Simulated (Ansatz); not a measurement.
## Migration barriers: Ta vacancy in bcc Ta, neutral cell

System: Ta vacancy in bcc Ta (neutral cell). Calculation: PBE, PAW (plane waves to 420 eV; Ansatz, a program for electronic structure).

Settings: 36 host sites, the relaxed PBE lattice, a 2×2×3 k-point mesh shifted by half a step, smearing 0.10 eV, spin-restricted, no image-charge correction. Static, classical nuclei. Spin-orbit coupling is left out. Forms of the defect that were not tried may lie lower.

Barriers: single points on a 3×3×4 k-point mesh shifted by half a step at the bands' geometries.

| Route | Start site over the lowest site run (eV) | Hop (Å) | Forward barrier (eV) | Backward barrier (eV) | Neighbours at the start | Neighbours at the saddle | Saddle order | Forward, on the band's own sampling (eV) |
|---|---|---|---|---|---|---|---|---|
| one Ta atom jumps into the vacancy from a nearby Ta site | 0.00 | 2.64 | 0.81 | 0.81 | Ta at 2.84, 5 Ta at 2.89, Ta at 2.95, 3 Ta at 3.20, 2 Ta at 3.38, Ta at 3.43 Å | 2 Ta at 2.77, 4 Ta at 2.81, 2 Ta at 3.52, 4 Ta at 3.53 Å | not checked, on a symmetry element | 0.82 |

Paths come from CI-NEB runs.  A band can be held on a symmetry element, so unchecked saddle points there may be too high.
